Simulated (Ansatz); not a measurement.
The parent structure is Cs2AgBiBr6 (space group Fm-3m, No. 225; a = 10.996 Å). Axes: x, y, z lie along the cube axes.

Modification: tensile biaxial strain of 2.25 % in the plane normal to [001], as in epitaxy on a mismatched substrate; the out-of-plane cell vector and the atoms relax.

Calculations: Ansatz (a first-principles code) LDA, no SOC.

Question: Give the band edges at the high-symmetry points of the new zone, measured from its valence-band maximum.

Answer: 
```tsv
point	valence edge (eV)	conduction edge (eV)
Γ	-0.67	1.72
X	-0.23	2.25
P	-0.43	2.26
N	-1.42	0.84
M	0.00	2.35
S	-0.26	2.09
S₀	-0.26	2.09
R	-0.19	2.36
G	-0.19	2.36
```

The gap is 0.84 eV, indirect, M → N.

With Bi present, leaving out spin-orbit coupling can change the band edges. No phonon test of stability was made. k-point labels follow each cell's own Brillouin zone.
